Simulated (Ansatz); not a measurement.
Several settings converged on a (001) slab of SrIn2 (cut from a parent of space group no. 194; 6 atoms in the cell)

```xyz
6
Lattice="5.0697 0.0000 0.0000 -2.5348 4.3905 0.0000 0.0000 0.0000 21.3972" Properties=species:S:1:pos:R:3 pbc="T T T"
Sr     0.0000     0.0000    12.7376
Sr     0.0000     0.0000     8.6597
In     0.0000     2.9270    14.3972
In     2.5348     1.4635     7.0000
In     2.5348     1.4635    10.3193
In     0.0000     2.9270    11.0780
```

Base method: LDA (PW92), PAW files made with PBE (plane waves; Ansatz, a first-principles code).

Base settings: basis.ecutwfc = 30.9 Ry; kpoints.mp_grid.grid = 7 7 1; hamiltonian.xc = lda; hamiltonian.pseudopotentials = {kind: paw} (the program's default PAW files); scf.occupations.method = gaussian; scf.occupations.width = 0.0073 Ry.

The count of work is k-points × plane waves × bands × iterations; it is no time. Core times come from one kind of shared machine, to one figure; runs under 30 s give none.

**The k-point mesh**

Only quantities that move along the ladder and can be compared are tabulated.

| kpoints.mp_grid.grid | free energy less the last step's (meV/atom) | largest difference of a force vector from the last step's (eV/Å) | count of work / last |
|---|---|---|---|
| 2 2 1 | 52.76 | 0.431 | 0.056 |
| 3 3 1 | 30.81 | 0.111 | 0.10 |
| 4 4 1 | 19.84 | 0.110 | 0.12 |
| 5 5 1 | 0.72 | 0.038 | 0.11 |
| 6 6 1 | 1.25 | 0.026 | 0.17 |
| 7 7 1 | 2.50 | 0.008 | 0.20 |
| 8 8 1 | 0.16 | 0.013 | 0.25 |
| 9 9 1 | 0.01 | 0.005 | 0.30 |
| 10 10 1 | 0.24 | 0.001 | 0.35 |
| 12 12 1 | -0.07 | 0.003 | 0.47 |
| 14 14 1 | 0.02 | 0.003 | 0.60 |
| 17 17 1 | 0.04 | 0.002 | 0.82 |
| 19 19 1 | 0.00 | 0.000 | 1.0 |

Coarsest kpoints.mp_grid.grid that holds the free energy within 2 meV/atom of the last step, with all finer ones: 8 8 1, at 0.25 of the last step's count of work; the step before is off by 2.5 meV/atom.

Coarsest kpoints.mp_grid.grid that holds the forces within 0.01 eV/Å of the last step, with all finer ones: 9 9 1, at 0.30 of the last step's count of work; the step before is off by 0.013 eV/Å.

**The depth of the slab**

Surface energy = (E_slab − N e_bulk)/2A, with e_bulk from the bulk crystal on its finest mesh (135 k-points); errors per atom of slab and bulk, whose meshes differ, grow with N. The bulk cell stands at -3.5 GPa at this level, so the slab is strained in the plane.

The mesh stays at the base's, so the ladder's end is converged at best in this setting alone.

Only quantities that move along the ladder and can be compared are tabulated.

| atoms | unrelaxed surface energy (J/m²) | count of work / last | core time / last (rough) |
|---|---|---|---|
| 6 | 1.393 | 0.11 | – |
| 12 | 1.427 | 0.32 | 0.3 |
| 18 | 1.420 | 0.62 | 0.6 |
| 24 | 1.421 | 1.0 | 1 |

Smallest size that holds the unrelaxed surface energy within 0.02 J/m² of the last step, with all finer ones: 12, at 0.32 of the last step's count of work and about 0.3 of the last step's time; the step before is off by 0.027 J/m².

On the base run: the starting cell comes from a database of computed structures (which also holds hypothetical and non-ambient phases and stackings), without a prior relaxation at this level. The slab is cut from that crystal, and its faces are unrelaxed. Its lattice was rescaled by up to half a per cent.

Keys are those of Ansatz 0.2.
